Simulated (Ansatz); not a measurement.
The starting structures come from a database of crystals and need not be the phases stable at ambient conditions.

 Where the default PAW files enter, the runs use the earlier of Ansatz's two default sets.

Inside the gap of an insulator the Bloch states are evanescent, with a wavenumber k + iκ along the transport direction.

Data:

```
MgNaFO4S
1.0
    5.49019     0.00000     0.00000
    1.79844     6.95791     0.00000
    1.31288    -1.75842     5.03255
Na Mg S O F
2 2 2 8 2
Direct
  0.33075   0.25000   0.33075
  0.66925   0.75000   0.66925
  0.00000   0.00000   0.00000
  0.00000   0.50000   0.00000
  0.67844   0.25000   0.67844
  0.32156   0.75000   0.32156
  0.68308   0.13591   0.87162
  0.31692   0.86409   0.12838
  0.87162   0.36409   0.68308
  0.12838   0.63591   0.31692
  0.74540   0.10438   0.40678
  0.25460   0.89562   0.59322
  0.40678   0.39562   0.74540
  0.59322   0.60438   0.25460
  0.07782   0.25000   0.07782
  0.92218   0.75000   0.92218
```

Space group of this cell: C2/c. The cell is taken as given; by r2SCAN its mean pressure is -3.9 GPa.

Transport runs along the normal of the first two printed cell vectors.

The gap is the functional's own, uncorrected, and κ follows it; spin-orbit coupling is left out. Mid-gap values are interpolated between the computed energies.

Question: Estimate the band gap and the smallest decay constant κ at mid-gap that Ansatz (a quantum-chemistry and plane-wave program) with r2SCAN returns for this system.

Answer: Gap 6.34 eV on a 6×6×6 mesh; κ = 0.496 1/Å, at the zone centre.
